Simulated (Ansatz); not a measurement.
The cell holds a phase that need not be the ambient bulk phase of that material.

System: rock-salt TaN(001) slab, relaxed.

Consider the following.

```xyz
10
Lattice="3.1235 0.0000 0.0000 0.0000 3.1235 0.0000 0.0000 0.0000 26.8350" Properties=species:S:1:pos:R:3 pbc="T T T"
Ta     0.0000     0.0000     9.1654
N      1.5618     1.5618     8.8289
N      0.0000     0.0000    11.2413
Ta     1.5618     1.5618    11.1651
Ta     0.0000     0.0000    13.4175
N      1.5618     1.5618    13.4175
N      0.0000     0.0000    15.5937
Ta     1.5618     1.5618    15.6699
Ta     0.0000     0.0000    17.6696
N      1.5618     1.5618    18.0061
```

The image is the density of sample states between the Fermi level and the bias.

Mesh 18×18×1, no spin-orbit coupling, no spin polarisation; biases count from the run's Fermi level.

Problem. Give the constant-current image of the upper face at a sample bias of -1.0 V (filled states) over one cell, by Ansatz (a first-principles code) with PBE, Tersoff-Hamann images. The set point is the mean density 3.5 Å over the top atom.

Solution. Corrugation 0.21 Å, highest over Ta9 and the sites alike, lowest over N10 and the sites alike. Tip height over the top atom in Å, x and y in fractions of the first two vectors:

```
|99875555789|
|88764444678|
|77643223467|
|65431001345|
|55420000245|
|55420000245|
|65431001345|
|77643223467|
|88764444678|
|99875555789|
|99876556789|
```
Scale: ten equal steps from 3.38 (start of '0') to 3.59 (end of '9'), in the order '0123456789'; x runs from 0.000 to 0.909, y from 0.000 (bottom) to 0.909 (top).
